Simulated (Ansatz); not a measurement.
We consider CsCl-type CoGa, described by BLYP in Ansatz (plane waves, PAW).

Settings: plane-wave cutoff 520 eV, 20×20×20 k mesh, Fermi–Dirac smearing 0.05 eV, no spin polarisation, scalar-relativistic PAW data made under PBE.

Pressure at four volumes; x = ln(V/12.573 Å³). One pressure is withheld.

```csv
V (Å³/atom),x,P (GPa)
11.819,-0.0618,10.72
12.573,0.0000,0.02
13.076,0.0392,-5.16
13.328,0.0583,?
```

Question: Pass a parabola P(x) through the three rows shown, estimate the bulk modulus and its pressure derivative near zero pressure, and predict the withheld pressure.

Answer: Slopes between the rows: (0.02 − (10.72))/(0.0000 − (-0.0618)) = -173.14 and (-5.16 − (0.02))/(0.0392 − (0.0000)) = -132.14 GPa. Their difference over the span 0.1010 is c = 41.00/0.1010 = 405.9 GPa, so P(x) = 10.72 + (-173.14)(x − (-0.0618)) + 405.9 (x − (-0.0618))(x − (0.0000)). At the middle row B = −dP/dx = −[-173.14 + 405.9 × 0.0618] = 148.1 GPa, and B′ = dB/dP = 2c/B = 5.5. At x = 0.0583 the parabola gives -7.23 GPa; the run gives -7.31 GPa. The Birch–Murnaghan fit to the energies at all volumes has B0 = 147 GPa and B′ = 5.3.

Ansatz is an electronic-structure program.
